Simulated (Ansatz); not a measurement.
AlRu under a change: Al → Re

Take AlRu in the CsCl type structure (space group Pm-3m, No. 221; a = 2.976 Å) as the base.

Modification: full substitution Al → Re; the structure is relaxed again.

All numbers come from PBEsol in Ansatz (plane waves to 420 eV, PAW, no SOC). Γ-centred 15×15×15 mesh, Fermi–Dirac width 0.05 eV, for the changed cell.

```json
[
 {"quantity": "density", "base": "8.06 g/cm³", "changed": "16.76 g/cm³", "shift": "+8.694 g/cm³"},
 {"quantity": "space group", "base": "Pm-3m (No. 221)", "changed": "Pm-3m (No. 221)", "shift": "–"},
 {"quantity": "shortest interatomic distance", "base": "2.578 Å", "changed": "2.644 Å", "shift": "+0.0666 Å"},
 {"quantity": "band gap", "base": "zero", "changed": "zero", "shift": "–"}
]
```

Final structure:

```
ReRu
1.0
    3.05329     0.00000     0.00000
    0.00000     3.05329     0.00000
    0.00000     0.00000     3.05329
Re Ru
1 1
Direct
  0.00000   0.00000   0.00000
  0.50000   0.50000   0.50000
```

Cost of the whole job for the changed cell (relaxation, final SCF and bands): around 30 core-seconds (rough).

Stability against distortions was not tested. As relaxed here, ReRu is a hypothetical phase, not in the database extracts checked. All final runs are without spin polarisation. An odd electron count without spin: ReRu and AlRu. ReRu has a high density of states at the Fermi level and may be magnetic at this level.

Ansatz is a program for electronic structure.
